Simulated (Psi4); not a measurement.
Psi4 1.11, PBE0/def2-svpd: La(Cl)(OH)2 ([OH][La]([OH])[Cl]), 6 atoms. The geometry is a generated start, not checked to be a minimum at this level.

- task: energy
- method: pbe0
- basis: def2-svpd
- memory: 3 GB
- maxiter: 100
- keys of the molecule block: symmetry c1
- scf_type: df (default)
- guess: auto, which took SAD (default)
- scf_initial_accelerator: adiis (default)
- e_convergence: 1e-06 (default)
- d_convergence: 1e-06 (default)
- dft_radial_points: 75 (default)
- dft_spherical_points: 302 (default)
- effective core potentials: those of the basis set, past Kr
- basis functions: 124
- grid points: 130959

```xyz
6

La     0.6367     0.3355     0.3652
Cl     1.7921     0.0901    -1.8514
O      0.1335    -1.4399     1.3465
H     -0.5645    -1.4848     2.0175
O     -1.0533     1.1330    -0.4710
H     -0.9444     1.3662    -1.4069
```

Charge 0 and multiplicity 1 are set for this test and not shown to be the ground state.

One run each on 2 threads. Values of diis_max_vecs tried: 3, 6, 10 (default), 20.

Question: Predict the course of the SCF iterations along this series.

Answer: Fewest SCF iterations, within one of each other: 6 with 10, 10 (default) with 10, 20 with 10. The count rises to 17 at 3. All converge to one solution.

```csv
diis_max_vecs,SCF iterations,end
3,17,same solution
6,10,same solution
10 (default),10,same solution
20,10,same solution
```
